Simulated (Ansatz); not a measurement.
We consider NbCl5 (C2/m, No. 12), described by r²SCAN (PAW; Ansatz, an electronic-structure program).

Numerical settings: plane-wave cutoff 560 eV, 4×4×6 k mesh (along the axes of the cell as run), Fermi–Dirac smearing 0.01 eV, no spin polarisation, scalar-relativistic PAW data made under PBE.

Cell (relaxed at this level):

```yaml
crystal:
  lattice:
    - [9.43733, -9.04520, 0.01231]
    - [9.43733, 9.04520, 0.01231]
    - [-0.06573, 0.00000, 6.00134]
  atoms:
    - { symbol: Nb, position: [0.89000, 0.11000, 0.00000] }
    - { symbol: Nb, position: [0.11000, 0.89000, 0.00000] }
    - { symbol: Cl, position: [0.00204, 0.19634, 0.77893] }
    - { symbol: Cl, position: [0.80366, 0.99796, 0.22107] }
    - { symbol: Cl, position: [0.99796, 0.80366, 0.22107] }
    - { symbol: Cl, position: [0.19634, 0.00204, 0.77893] }
    - { symbol: Cl, position: [0.05016, 0.05016, 0.22082] }
    - { symbol: Cl, position: [0.94984, 0.94984, 0.77918] }
    - { symbol: Cl, position: [0.19867, 0.57650, 0.28048] }
    - { symbol: Cl, position: [0.42350, 0.80133, 0.71952] }
    - { symbol: Cl, position: [0.80133, 0.42350, 0.71952] }
    - { symbol: Cl, position: [0.57650, 0.19867, 0.28048] }
    - { symbol: Cl, position: [0.38331, 0.38331, 0.30058] }
    - { symbol: Cl, position: [0.61669, 0.61669, 0.69942] }
    - { symbol: Nb, position: [0.22314, 0.44323, 0.51807] }
    - { symbol: Nb, position: [0.55677, 0.77686, 0.48193] }
    - { symbol: Nb, position: [0.77686, 0.55677, 0.48193] }
    - { symbol: Nb, position: [0.44323, 0.22314, 0.51807] }
    - { symbol: Cl, position: [0.33509, 0.52975, 0.74510] }
    - { symbol: Cl, position: [0.47025, 0.66491, 0.25490] }
    - { symbol: Cl, position: [0.66491, 0.47025, 0.25490] }
    - { symbol: Cl, position: [0.52975, 0.33509, 0.74510] }
    - { symbol: Cl, position: [0.28317, 0.28317, 0.73587] }
    - { symbol: Cl, position: [0.71683, 0.71683, 0.26413] }
    - { symbol: Cl, position: [0.86545, 0.24353, 0.24003] }
    - { symbol: Cl, position: [0.75647, 0.13455, 0.75997] }
    - { symbol: Cl, position: [0.13455, 0.75647, 0.75997] }
    - { symbol: Cl, position: [0.24353, 0.86545, 0.24003] }
    - { symbol: Cl, position: [0.08980, 0.46771, 0.75546] }
    - { symbol: Cl, position: [0.53229, 0.91020, 0.24454] }
    - { symbol: Cl, position: [0.91020, 0.53229, 0.24454] }
    - { symbol: Cl, position: [0.46771, 0.08980, 0.75546] }
    - { symbol: Cl, position: [0.13672, 0.33107, 0.29140] }
    - { symbol: Cl, position: [0.66893, 0.86328, 0.70860] }
    - { symbol: Cl, position: [0.86328, 0.66893, 0.70860] }
    - { symbol: Cl, position: [0.33107, 0.13672, 0.29140] }
```

**Question.** Estimate the band gap that the calculation returns.

**Answer.** 
band gap: 2.52 eV (on the SCF k mesh)

Note: for a layered or molecular solid the relaxed cell lies over 5 % above the published volume, where the minimum can be shallow; the cell comes from a level without a dispersion term, which matters for the spacing of layers, chains or molecules; the relaxation could not lower the start's symmetry, so the cell can be a saddle point above a distorted one; the volume lies 6 % above that of the published cell.

Spin–orbit coupling is not included.

The computed numbers hold no vibrational or temperature effects.
